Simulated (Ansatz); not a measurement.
Electronic density of states of amorphous Si₂₄O₄₈H₂, density 2.18 g/cm³, on a 2×2×2 Γ-centred mesh with a Gaussian width of 0.1 eV; energies count from the Fermi level, whose place inside the gap is arbitrary. Cell and mesh are small, so fine structure isn't converged. The numbers are results of PBE, scalar-relativistic without spin-orbit coupling (plane waves to 420 eV, PAW; Ansatz, a first-principles code), not measurements. Sampling: a 2×2×2 Γ-centred mesh; Fermi-Dirac width 0.02 eV; no spin polarisation. The usual formal charges leave 2 electrons over, so the level spacing at the Fermi energy parts defect or band states and needn't be the band gap. At PBE the levels at both edges of the gap are localised (band-tail or defect states), and the nearest spread-out levels lie 5.8 eV apart at the zone centre.

A CHGNet melt-quench gave the starting glass, which DFT then relaxed. O atoms were pushed apart under 1.9 Å during the dynamics, to hinder bonds among them. The hot cell started wider than the set density and was brought back towards it in steps. It is the lowest in DFT energy of 2 quenches. It is a model cell: composition and starting density were chosen by hand, and all elements were melted together. No dispersion term was used. Its density started from a set value of 2.18 and ended at 2.18 g/cm³. The simulated quench (nominally 530 K/ps over its main leg) is rapid and tends to freeze in more defects than a deposited or slowly cooled glass has. A cell of this size samples the disorder only roughly. The volume was held where the preparation left it and the shape relaxed, at a PBE pressure of 1.6 GPa. Stress components on the final sampling reach 1.6 GPa.

(E - EF (eV), states/(eV atom)): (-12.00, 0.19); (-11.90, 0.23); (-11.80, 0.15); (-11.70, 0.13); (-11.60, 0.21); (-11.50, 0.20); (-11.40, 0.16); (-11.30, 0.18); (-11.20, 0.18); (-11.10, 0.18); (-11.00, 0.22); (-10.90, 0.22); (-10.80, 0.21); (-10.70, 0.23); (-10.60, 0.25); (-10.50, 0.13); (-10.40, 0.13); (-10.30, 0.21); (-10.20, 0.21); (-10.10, 0.22); (-10.00, 0.20); (-9.90, 0.16); (-9.80, 0.12); (-9.70, 0.13); (-9.60, 0.17); (-9.50, 0.21); (-9.40, 0.27); (-9.30, 0.34); (-9.20, 0.42); (-9.10, 0.54); (-9.00, 0.57); (-8.90, 0.55); (-8.80, 0.53); (-8.70, 0.50); (-8.60, 0.42); (-8.50, 0.44); (-8.40, 0.59); (-8.30, 0.65); (-8.20, 0.49); (-8.10, 0.29); (-8.00, 0.27); (-7.90, 0.20); (-7.80, 0.04); (-7.70, 0.04); (-7.60, 0.21); (-7.50, 0.31); (-7.40, 0.24); (-7.30, 0.27); (-7.20, 0.38); (-7.10, 0.39); (-7.00, 0.31); (-6.90, 0.20); (-6.80, 0.10); (-6.70, 0.15); (-6.60, 0.42); (-6.50, 0.63); (-6.40, 0.66); (-6.30, 0.64); (-6.20, 0.68); (-6.10, 0.67); (-6.00, 0.67); (-5.90, 0.71); (-5.80, 0.65); (-5.70, 0.74); (-5.60, 0.85); (-5.50, 0.81); (-5.40, 0.81); (-5.30, 0.87); (-5.20, 0.93); (-5.10, 0.97); (-5.00, 0.94); (-4.90, 0.86); (-4.80, 0.78); (-4.70, 0.83); (-4.60, 0.90); (-4.50, 0.89); (-4.40, 0.88); (-4.30, 0.81); (-4.20, 0.77); (-4.10, 0.78); (-4.00, 0.83); (-3.90, 0.79); (-3.80, 0.68); (-3.70, 0.51); (-3.60, 0.35); (-3.50, 0.24); (-3.40, 0.05); (-3.30, 0.00); (-3.20, 0.00); (-3.10, 0.00); (-3.00, 0.00); (-2.90, 0.00); (-2.80, 0.00); (-2.70, 0.00); (-2.60, 0.00); (-2.50, 0.00); (-2.40, 0.00); (-2.30, 0.00); (-2.20, 0.00); (-2.10, 0.00); (-2.00, 0.04); (-1.90, 0.13); (-1.80, 0.08); (-1.70, 0.01); (-1.60, 0.00); (-1.50, 0.00); (-1.40, 0.00); (-1.30, 0.00); (-1.20, 0.00); (-1.10, 0.00); (-1.00, 0.00); (-0.90, 0.00); (-0.80, 0.00); (-0.70, 0.00); (-0.60, 0.00); (-0.50, 0.00); (-0.40, 0.00); (-0.30, 0.00); (-0.20, 0.00); (-0.10, 0.00); (0.00, 0.00); (0.10, 0.00); (0.20, 0.00); (0.30, 0.00); (0.40, 0.00); (0.50, 0.00); (0.60, 0.00); (0.70, 0.00); (0.80, 0.00); (0.90, 0.00); (1.00, 0.00); (1.10, 0.00); (1.20, 0.00); (1.30, 0.00); (1.40, 0.00); (1.50, 0.00); (1.60, 0.00); (1.70, 0.01); (1.80, 0.08); (1.90, 0.14); (2.00, 0.06); (2.10, 0.02); (2.20, 0.00); (2.30, 0.00); (2.40, 0.03); (2.50, 0.06); (2.60, 0.05); (2.70, 0.05); (2.80, 0.07); (2.90, 0.10); (3.00, 0.08); (3.10, 0.07); (3.20, 0.07); (3.30, 0.06); (3.40, 0.07); (3.50, 0.10); (3.60, 0.11); (3.70, 0.08); (3.80, 0.10); (3.90, 0.16); (4.00, 0.20); (4.10, 0.18); (4.20, 0.16); (4.30, 0.19); (4.40, 0.23); (4.50, 0.28); (4.60, 0.27); (4.70, 0.26); (4.80, 0.27); (4.90, 0.26); (5.00, 0.32); (5.10, 0.38); (5.20, 0.42); (5.30, 0.51); (5.40, 0.54); (5.50, 0.54); (5.60, 0.56)

The level spacing at the Fermi energy on this mesh is 3.73 eV; the broadening fills part of it in the curve.
